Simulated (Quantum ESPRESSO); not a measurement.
A self-consistent single point of BN (F-43m, 2 atoms in the cell) with Quantum ESPRESSO.

Method: LDA (PZ), GBRV 1.5 ultrasoft (LDA) pseudopotentials (plane waves; Quantum ESPRESSO 7.5).

```
CELL_PARAMETERS angstrom
      0.00000     1.79251     1.79251
      1.79251     0.00000     1.79251
      1.79251     1.79251     0.00000
ATOMIC_POSITIONS crystal
  B  0.00000 0.00000 0.00000
  N  0.75000 0.75000 0.75000
```

Reference input (self-consistent single point, DFT, PBE, plane waves, GBRV 1.5 ultrasoft (PBE) pseudopotentials): ecutwfc = 40 Ry; ecutrho = 200 Ry; occupations = fixed; potentials = {B: b_pbe_v1.4.uspp.F.UPF, N: n_pbe_v1.2.uspp.F.UPF}; K_POINTS = automatic 13 13 13 0 0 0; nbnd = 8; conv_thr = 1e-10 Ry; mixing_beta = 0.5. This run's input differs from it in these lines:

```diff
@@ -22,4 +22,4 @@
 ATOMIC_SPECIES
-B     10.8100  b_pbe_v1.4.uspp.F.UPF
-N     14.0070  n_pbe_v1.2.uspp.F.UPF
+B     10.8100  b_lda_v1.4.uspp.F.UPF
+N     14.0070  n_lda_v1.2.uspp.F.UPF
 ATOMIC_POSITIONS {angstrom}
```

Log, with long lists cut:

```
     Self-consistent Calculation

     iteration #  1     ecut=    40.00 Ry     beta= 0.50

     total energy              =     -26.70154497 Ry
     estimated scf accuracy    <       0.22836084 Ry

     iteration #  2     ecut=    40.00 Ry     beta= 0.50

     total energy              =     -26.74152405 Ry
     estimated scf accuracy    <       0.02339659 Ry

     iteration #  3     ecut=    40.00 Ry     beta= 0.50

     total energy              =     -26.74324942 Ry
     estimated scf accuracy    <       0.00306315 Ry

   [... 4 blocks of this kind left out ...]

     iteration #  8     ecut=    40.00 Ry     beta= 0.50

     total energy              =     -26.74346890 Ry
     estimated scf accuracy    <          1.2E-10 Ry

     iteration #  9     ecut=    40.00 Ry     beta= 0.50
     End of self-consistent calculation

     highest occupied, lowest unoccupied level (ev):    11.3258   15.7785

!    total energy              =     -26.74346890 Ry
     estimated scf accuracy    <          8.7E-12 Ry

     convergence has been achieved in   9 iterations

     Forces acting on atoms (cartesian axes, Ry/au):

     atom    1 type  1   force =     0.00000000    0.00000000    0.00000000
     atom    2 type  2   force =     0.00000000    0.00000000    0.00000000

     Total force =     0.000000     Total SCF correction =     0.000000

          total   stress  (Ry/bohr**3)                   (kbar)     P=       -1.51
  -0.00001024   0.00000000   0.00000000           -1.51        0.00        0.00
   0.00000000  -0.00001024   0.00000000            0.00       -1.51        0.00
   0.00000000   0.00000000  -0.00001024            0.00        0.00       -1.51

   JOB DONE.
```

The run converged in 9 iterations. Against the reference run the pressure goes from 12.88 to -0.15 GPa and the gap on the mesh goes from 4.578 to 4.453 eV.

The starting cell comes from a database of computed structures (which also holds hypothetical and non-ambient phases and stackings), without a prior relaxation at this level. Its lattice was rescaled by a random factor within 2.5 % of one.
